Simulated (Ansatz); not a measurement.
The starting structures come from a database of crystals and need not be the phases stable at ambient conditions.

Evanescent states of ZnO (P4_2/mnm, not sure to be the ambient phase, 8 atoms a cell, 12.4 Å³ an atom) along the normal of (001)

Calculation: r2SCAN (plane waves, PAW; Ansatz, a quantum-chemistry and plane-wave program).

The gap is the functional's own, uncorrected, and κ follows it; spin-orbit coupling is left out. Mid-gap values are interpolated between the computed energies.

Energies count from the valence-band top; κ is the least over a 6×6 mesh across the current.

```tsv
E (eV)	κ (1/Å)	where
0.04	0.046	Γ
0.12	0.076	Γ
0.20	0.094	Γ
0.28	[?]	Γ
0.36	[?]	Γ
0.44	[?]	Γ
0.52	[?]	Γ
0.60	[?]	Γ
0.68	[?]	Γ
0.76	[?]	Γ
0.84	[?]	Γ
0.92	[?]	Γ
1.00	0.091	Γ
1.08	0.074	Γ
1.16	0.046	Γ
```

Task: Complete the blanks.

Result: 
- 0.28, κ (1/Å): 0.106
- 0.36, κ (1/Å): 0.114
- 0.44, κ (1/Å): 0.120
- 0.52, κ (1/Å): 0.123
- 0.60, κ (1/Å): 0.123
- 0.68, κ (1/Å): 0.122
- 0.76, κ (1/Å): 0.118
- 0.84, κ (1/Å): 0.112
- 0.92, κ (1/Å): 0.103
